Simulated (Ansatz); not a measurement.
GaN, pressure series

Take GaN in the zinc blende structure (space group F-43m, No. 216) as the base.

```xyz
2
Lattice="0.0000 2.2744 2.2744 2.2744 0.0000 2.2744 2.2744 2.2744 0.0000" Properties=species:S:1:pos:R:3 pbc="T T T"
N      3.4116     3.4116     3.4116
Ga     0.0000     0.0000     0.0000
```

Cell and atoms are relaxed at each pressure.

Calculations: Ansatz (a first-principles code) PBE, scalar-relativistic without spin-orbit coupling, earlier PAW set.

Notes on the quantities. enthalpy: H = E + PV relative to the base's energy.

| change | band gap | lattice parameter a | enthalpy |
|---|---|---|---|
| base | 1.54 eV | 4.549 Å | – |
| pressure −2 GPa | 1.47 eV | 4.567 Å | -0.15 eV/atom |
| pressure −1 GPa | 1.50 eV | 4.558 Å | -0.07 eV/atom |
| pressure 0.3 GPa | 1.55 eV | 4.546 Å | +0.02 eV/atom |
| pressure 0.7 GPa | 1.57 eV | 4.543 Å | +0.05 eV/atom |
| pressure 1.5 GPa | 1.60 eV | 4.536 Å | +0.11 eV/atom |
| pressure 3 GPa | 1.65 eV | 4.524 Å | +0.22 eV/atom |
| pressure 5 GPa | 1.72 eV | 4.508 Å | +0.36 eV/atom |
| pressure 7.5 GPa | 1.80 eV | 4.489 Å | +0.54 eV/atom |
| pressure 10 GPa | 1.87 eV | 4.471 Å | +0.71 eV/atom |

Load acts through the strain it causes; cell and atoms are relaxed under it. Stability against distortions was not tested. Tetrahedral semiconductors of this kind turn to denser phases somewhere between about 1 and 50 GPa; those were not computed, so compressed cells here can lie past the real transition. This is not the structure that GaN has at room temperature and ambient pressure.
